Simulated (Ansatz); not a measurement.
Migration barriers of vacancies in covalent semiconductors: PBE bands (Ansatz, a program for electronic structure, plane waves to 420 eV, PAW, climbing-image NEB) beside the CHGNet universal potential on its own band (it has no charge state). Forward barriers of single hops from the lowest site run, static nuclei, no finite-size correction. The rows are a random draw from the bands that converged and passed our checks of state and shape. Saddle orders were checked for a part of the study's bands only and are not shown. Vacancies start on their lattice site; split forms were not set up. Charge states are imposed.

```tsv
Defect	Route	Hop (Å), direction in the unit cell	End over start, densest mesh run (eV)	Cell and PBE mesh	CHGNet k-points	PBE (eV)
B vacancy in zinc-blende BP, charge -3	a nearby B jumps into the vacancy	3.18 along (0.00, 0.49, -0.49)	0.00	64 sites, 2×2×2 shifted	none	3.21
P vacancy in zinc-blende GaP, charge +1	a nearby P jumps into the vacancy	3.93 along (0.00, -0.51, -0.50)	0.00	64 sites, one k-point at (0.250, 0.250, 0.250)	none	2.25
C vacancy in 3C silicon carbide, charge +2	a nearby C jumps into the vacancy	3.07 along (0.00, -0.50, -0.50)	0.00	216 sites, one k-point at (0.250, 0.250, 0.250)	none	5.04
As vacancy in zinc-blende GaAs, charge +3	a nearby As jumps into the vacancy	4.17 along (0.00, -0.51, -0.51)	0.00	64 sites, one k-point at (0.250, 0.250, 0.250)	none	1.82
B vacancy in zinc-blende BAs, charge -3	a nearby B jumps into the vacancy	3.40 along (0.00, 0.50, -0.50)	0.00	64 sites, one k-point at (0.250, 0.250, 0.250)	none	3.17
P vacancy in zinc-blende BP, charge +1	B jumps into the vacancy from a site of another element	2.56 along (0.32, 0.32, -0.32)	0.41	64 sites, 2×2×2 shifted	none	2.53
```

**Question.** What does CHGNet give for each row, and how does it differ from PBE over these rows?

**Answer.** In the order of the rows: 1.52, 0.98, 2.78, 0.66, 1.70, 0.82 eV. Against PBE it lies higher in 0 of 6 rows and lower in 6 (differences over 0.07 eV). The mean difference is -1.59 eV (median -1.58) and the mean size 1.59 eV; the largest, -2.26 eV, is in row 3.
